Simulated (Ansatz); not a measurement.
# A computed series for InAs: pressure series

The parent structure is InAs in the zinc blende structure (space group F-43m, No. 216; a = 6.026 Å).

Cell and atoms are relaxed at each pressure.

Computed with LDA in Ansatz (plane waves to 420 eV, PAW, without spin-orbit coupling).

Computed cases, in order: pressure −2 GPa; pressure −1 GPa; 0 GPa (base); pressure 0.9 GPa; pressure 2.1 GPa; pressure 4.5 GPa; pressure 9 GPa; pressure 15 GPa; pressure 22.5 GPa; pressure 30 GPa.

**Question.** Between which two neighbouring cases does the band gap open or close?

**Answer.** Between pressure 4.5 GPa (zero) and pressure 9 GPa (0.19 eV). The whole series: pressure −2 GPa: zero; pressure −1 GPa: zero; 0 GPa (base): zero; pressure 0.9 GPa: zero; pressure 2.1 GPa: zero; pressure 4.5 GPa: zero; pressure 9 GPa: 0.19 eV; pressure 15 GPa: 0.46 eV; pressure 22.5 GPa: 0.73 eV; pressure 30 GPa: 0.86 eV.

A case with no gap was solved on a k-mesh chosen for an insulator, which is coarse for it. Load acts through the strain it causes; cell and atoms are relaxed under it. No phonon test of stability was made. All final runs are without spin polarisation. Measured, InAs leaves this structure (for rock salt) near 7 GPa (temperature not stated; as listed in Datta, Sujoy, Jana, Debnarayan, arXiv (2020)). The zero or small gap of InAs can change with the level of theory.

Ansatz is a first-principles code.
